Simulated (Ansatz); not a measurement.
## Sn₄As₃ (space group R-3m, No. 166)

```
Sn4As3
1.0
    2.03971     1.17763    11.97273
   -2.03971     1.17763    11.97273
    0.00000    -2.35526    11.97273
Sn As
4 3
Cartesian
  0.00000   0.00000  22.84207
  0.00000   0.00000  13.07613
  0.00000   0.00000  28.32606
  0.00000   0.00000   7.59214
  0.00000   0.00000   2.54158
  0.00000   0.00000  33.37661
  0.00000   0.00000  17.95910
```

All numbers come from Ansatz (an electronic-structure program), PBEsol, PAW, cutoff 420 eV, spin-orbit coupling left out. Γ-centred 13×13×13 mesh, Fermi–Dirac width 0.05 eV.

| Quantity | Result |
|---|---|
| Volume per atom | 24.65 Å³ |
| Density | 6.73 g/cm³ |
| Band gap | zero |
| Total energy | -5462.688 eV/atom (σ→0; compares only within this code and set-up) |

No phonon test of stability was made. The final runs are not spin-polarised. An odd electron count without spin: Sn4As3.
